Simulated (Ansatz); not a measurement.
## Pressure series in ZrS2

Take ZrS₂ in the CdI2 type structure (space group P-3m1, No. 164; layered, stacked along the Cartesian z axis) as the base.

```yaml
crystal:
  lattice:
    - [3.67430, 0.00000, 0.00000]
    - [-1.83715, 3.18204, 0.00000]
    - [0.00000, 0.00000, 5.86030]
  atoms:
    - { symbol: Zr, position: [0.00000, 0.00000, 0.00000] }
    - { symbol: S, position: [0.33333, 0.66667, 0.24615] }
    - { symbol: S, position: [0.66667, 0.33333, 0.75385] }
```

Cell and atoms are relaxed at each pressure.

All numbers come from r2SCAN+rVV10 (Ansatz, an electronic-structure program), no spin-orbit coupling.

Candidates:
(a) pressure 1.5 GPa
(b) pressure 0.3 GPa
(c) pressure −1 GPa
(d) pressure 3 GPa
(e) pressure 7.5 GPa

Base values:

Band gap: 1.17 eV

### Question
Order them by band gap, lowest first.

### Answer
(e) pressure 7.5 GPa (0.49 eV), (d) pressure 3 GPa (0.83 eV), (a) pressure 1.5 GPa (0.98 eV), (b) pressure 0.3 GPa (1.12 eV), (c) pressure −1 GPa (1.34 eV)

Load acts through the strain it causes; cell and atoms are relaxed under it. Whether these cells are dynamically stable was not tested. No other phases were tried under pressure.
